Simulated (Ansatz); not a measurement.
Structures of equal composition on the (100) surface of rock-salt TiN: Cr on all Ti sites of the second plane; Cr on all Ti sites of the top plane. The slabs share one bottom face, and each structure is named by its start. These are constructed structures in small cells; real faces may alloy, dewet or reconstruct in larger ones, and not all known structures of the face are among them. Slabs of about 13 Å, Fermi-Dirac smearing of 0.1 eV. Bottom of the slabs: a bare face, its two planes held. Relaxed from the named starts with such symmetry as they have, on meshes of like density; energies extrapolated to zero smearing; spin only where a row says so; no spin-orbit coupling, no U. Brackets mark spin-polarised runs, whose order is one that fits the cell.

Computed with PBE (plane waves to 420 eV, PAW; Ansatz, a first-principles code).

**Question.** Rank these by energy per 1x1 cell (lowest first), as PBE gives it.

**Answer.** Cr on all Ti sites of the second plane (0.000 eV [spin, 2.0 μB a cell]), Cr on all Ti sites of the top plane (0.485 eV [spin, 2.6 μB a cell])
